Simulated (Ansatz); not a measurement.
Start from a 32-atom supercell of AlN in the wurtzite structure (space group P6_3mc, No. 186; a = 3.1138 Å, c = 4.9836 Å) at its relaxed geometry.

The values are results of Kohn–Sham DFT with the PBEsol functional, run in Ansatz (an electronic-structure program) with PAW and 420 eV plane waves, scalar-relativistic without spin-orbit coupling, not measurements.

Before the change:

| Property | Value |
|---|---|
| Gap of the supercell | 4.09 eV |
| Mean distance from the defect site to its nearest host atoms | 1.89 Å |

Perturbation: one Al atom is removed, atoms relaxed at fixed cell, starting from a slightly rattled geometry.

Task: Estimate the effect on the gap of the supercell, mean distance from the defect site to its nearest host atoms and largest displacement of a host atom from its site in the perfect cell.

Result: The gap of the supercell falls by 3.96 eV, from 4.09 eV to 0.13 eV; the mean distance from the defect site to its nearest host atoms increases by 0.20 Å (1.89 Å → 2.09 Å); the largest displacement of a host atom from its site in the perfect cell amounts to 0.22 Å.

The magnetic state is the one reached from the starting moments; the real material's order can differ, and small cells can't hold many antiferromagnetic ones. The cell is small, so the values are those of an ordered compound at a high defect concentration; dilute-limit values will differ. The defect cell is spin-polarised and ends with 3.0 μB.
